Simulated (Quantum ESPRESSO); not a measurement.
# One base run on La₂Zn₁₇ (R-3m, 19 atoms in the cell) and variants with one or two settings moved

```
La2Zn17
1.0
    4.51478     2.60661     4.38702
   -4.51478     2.60661     4.38702
    0.00000    -5.21323     4.38702
La Zn
2 17
Direct
  0.66263   0.66263   0.66263
  0.33737   0.33737   0.33737
  0.34713   0.34713   0.84079
  0.65287   0.65287   0.15921
  0.84079   0.34713   0.34713
  0.15921   0.65287   0.65287
  0.34713   0.84079   0.34713
  0.65287   0.15921   0.65287
  0.09826   0.09826   0.09826
  0.90174   0.90174   0.90174
  0.00000   0.00000   0.50000
  0.50000   0.00000   0.00000
  0.00000   0.50000   0.00000
  0.71083   0.28917   0.00000
  0.28917   0.71083   0.00000
  0.00000   0.71083   0.28917
  0.00000   0.28917   0.71083
  0.28917   0.00000   0.71083
  0.71083   0.00000   0.28917
```

Base run A: Quantum ESPRESSO with PBEsol, GBRV 1.5 ultrasoft (PBESOL) pseudopotentials, self-consistent single point.

Its settings: ecutwfc = 50 Ry; ecutrho = 250 Ry; occupations = smearing; smearing = cold; degauss = 0.0147 Ry; potentials = {La: la_pbesol_v1.uspp.F.UPF, Zn: zn_pbesol_v1.uspp.F.UPF}; K_POINTS = automatic 3 3 3 0 0 0; conv_thr = 1e-11 Ry.

The starting cell comes from a database of computed structures (which also holds hypothetical and non-ambient phases and stackings), without a prior relaxation at this level.

ΔF is the free energy per atom less that of run A. 

Run A gave: pressure (GPa) -2.57; largest force (eV/Å) 0.174.

Runs:
- B: conv_thr: 1e-11 Ry → 7.3e-06 Ry
- C: nbnd: default → 245
- D: smearing: cold → gauss; degauss: 0.0147 Ry → 0.02205 Ry
- E: ecutwfc: 50 Ry → 30 Ry; ecutrho: 250 Ry → 150 Ry
- F: degauss: 0.0147 Ry → 0.02205 Ry
- G: mixing_beta: default → 0.2; mixing_mode: default → local-TF
- H: mixing_beta: default → 0.5

Problem. What does run B change against A?

Solution. The free energy hardly moves (within 1 meV/atom), the pressure goes from -2.57 to -1.65 GPa and the largest force moves little (0.174 to 0.178 eV/Å).

Problem. What does run E change against A?

Solution. The free energy goes up by 696 meV/atom, the pressure goes from -2.57 to -61.31 GPa and the largest force stays at 0.174 eV/Å.

Problem. What does run F change against A?

Solution. The free energy stays essentially unchanged (within 1 meV/atom), the pressure stays at -2.57 GPa and the largest force goes from 0.174 to 0.165 eV/Å.

| run | ΔF (meV/atom) | pressure (GPa) | largest force (eV/Å) |
|---|---|---|---|
| A | 0.00 | -2.57 | 0.174 |
| B | 0.00 | -1.65 | 0.178 |
| C | 0.00 | -2.57 | 0.174 |
| D | -8.4 | -2.53 | 0.124 |
| E | 696.3 | -61.31 | 0.174 |
| F | 0.43 | -2.57 | 0.165 |
| G | 0.00 | -2.57 | 0.174 |
| H | 0.00 | -2.57 | 0.174 |
